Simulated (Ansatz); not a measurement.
Functionals compared on the (320) surface of fcc Pb in its 1x1 cell, outermost plane spacing 0.70 Å in the ideal cut, in Ansatz (plane waves, PAW). The structure was relaxed with PBE; the other rows are single points on it, each with its references at the same level. Cutoff 420 eV (500 eV for r2SCAN).

Slab: 16 atoms, 10.5 Å thick at the start (thin: gaps and levels are the slab's own); k 8x4x1, smearing 0.1 eV, dipole-corrected; all atoms relaxed; held to the part of the start's symmetry that mesh and held atoms allow; no spin, no spin-orbit, no U. These notes are the PBE run's.

```tsv
functional	surface energy (J/m²)	work function of the top face (eV)	rough cost of the single point
PBE	0.34	3.75	–
LDA	…	…	roughly 3.0 core-minutes
PBEsol	0.45	3.83	around 2.9 core-minutes (rough)
RPBE	0.24	3.61	about 3 core-minutes (a rough figure)
r2SCAN	0.36	3.82	around 8 core-minutes (rough)
```

Task: Complete the blanks.

Result: 
- LDA, surface energy (J/m²): 0.50
- LDA, work function of the top face (eV): 4.05

Ansatz is an electronic-structure program.
